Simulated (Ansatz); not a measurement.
The cell is made up: elements placed on another compound's structure type, so the phase may be hypothetical.

The decay constant κ of evanescent states in the gap governs leakage through a thin film.

Consider the following.

```
BP
1.0
    5.54980     0.00000     0.00000
    0.00000     7.84860     0.00000
    0.00000     3.92430     3.92430
B P
6 6
Direct
  0.50000   0.75000   0.25000
  0.00000   0.50000   0.75000
  0.00000   0.50000   0.25000
  0.50000   0.25000   0.75000
  0.25000   0.00000   0.50000
  0.75000   0.00000   0.50000
  0.00000   0.75000   0.75000
  0.50000   0.00000   0.25000
  0.50000   0.00000   0.75000
  0.00000   0.25000   0.25000
  0.25000   0.50000   0.50000
  0.75000   0.50000   0.50000
```

Space group of this cell: Pm-3n. The cell was relaxed by PBE-D3(BJ); by r2SCAN its mean pressure is 1.9 GPa.

Transport runs along the normal of the first two printed cell vectors.

The gap is the functional's own, uncorrected, and κ follows it; spin-orbit coupling is left out. Mid-gap values are interpolated between the computed energies.

Q: Compute, with r2SCAN in Ansatz (an electronic-structure program), the band gap and the smallest decay constant κ at mid-gap.

A: Gap 0.64 eV on a 8×8×8 mesh; κ = 0.142 1/Å, at the zone centre.
